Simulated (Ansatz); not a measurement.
A free linear chain of Se atoms, stretched and compressed along its axis from its relaxed period of 4.761 Å, atoms relaxed at each length.

All values below come from PBE (plane waves to 420 eV, PAW; Ansatz, a quantum-chemistry and plane-wave program). Mesh 1×1×64. No spin polarisation, so a magnetic state wasn't tested. Periodic along z alone, with about 11 Å of vacuum beside it. A hypothetical model. It keeps the symmetry and period of its start, so it need not be a minimum against all distortions. Pairing along the axis, which can open a gap, is among the distortions not tried. Values not marked SOC lack spin–orbit coupling. Buckling under compression is shut out by symmetry and the short period. Energies are free energies at a Fermi–Dirac width of 0.02 eV, from the unstrained cell.

```tsv
strain (%)	energy (meV a period)	axial force (nN)
-3.0	+61	-1.51
-1.5	+13	-0.64
0.0	0	0.00
+1.5	___	___
+3.0	___	___
```

Task: Fill in the missing entries.

Result: 
- +3.0, energy (meV a period): +52
- +3.0, axial force (nN): +1.13
- +1.5, energy (meV a period): +13
- +1.5, axial force (nN): +0.59
